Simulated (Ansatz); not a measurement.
We consider Ti₃Al (P6₃/mmc, No. 194), described by LDA (PAW; Ansatz, a quantum-chemistry and plane-wave program).

Numerical settings: plane-wave cutoff 520 eV, 12×12×12 k mesh, Fermi–Dirac smearing 0.05 eV, no spin polarisation, scalar-relativistic PAW data made under PBE.

Computed at the level's own relaxed cell.

### Question
Predict the equilibrium lattice constant a, c axis length and bulk modulus.

### Answer

- equilibrium lattice constant a = 5.616 Å
- c axis length = 4.566 Å
- bulk modulus = 129 GPa

The run finds no gap.

Note: the bulk modulus is −V dP/dV from two relaxed cells at ±2 % in volume; the volume lies 7 % below that of the published cell.

The computed numbers hold no vibrational or temperature effects.

Cost on a shared machine: around 12 core-minutes (rough).
